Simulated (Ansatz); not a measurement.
## A computed series for hypothetical CdI2 type PbO2: response to strain

Start from PbO₂ in the CdI2 type structure (space group P-3m1, No. 164; a = 3.372 Å, c = 4.361 Å; a hypothetical phase, not in the database extracts checked; layered, stacked along the Cartesian z axis). Axes: x lies along a and z along c of the hexagonal cell.

Strains are applied to the cell and any free atomic positions relax; under biaxial strain the out-of-plane vector relaxes too.

Computed with plane-wave PAW DFT at the r2SCAN+rVV10 level (Ansatz, a quantum-chemistry and plane-wave program, 500 eV), without spin-orbit coupling.

Q: Only one of these has no band gap. Which?
A. uniaxial strain ε_zz = −5.83 %
B. tensor shear ε_yz = +0.73 %
C. biaxial strain +4.95 %, plane normal [001], relaxed out of plane
D. tensor shear ε_yz = +0.64 %

A: C, biaxial strain +4.95 %, plane normal [001], relaxed out of plane. Computed: uniaxial strain ε_zz = −5.83 %: 0.22 eV; tensor shear ε_yz = +0.73 %: 0.50 eV; biaxial strain +4.95 %, plane normal [001], relaxed out of plane: zero; tensor shear ε_yz = +0.64 %: 0.50 eV

A case with no gap was solved on a k-mesh chosen for an insulator, which is coarse for it. Spin-orbit coupling, missing from the scalar runs, can matter with Pb. No phonon test of stability was made. All final runs are without spin polarisation. The zero or small gap of PbO2 under uniaxial strain ε_zz = −5.83 % and PbO2 under biaxial strain +4.95 %, plane normal [001], relaxed out of plane can change with the level of theory.
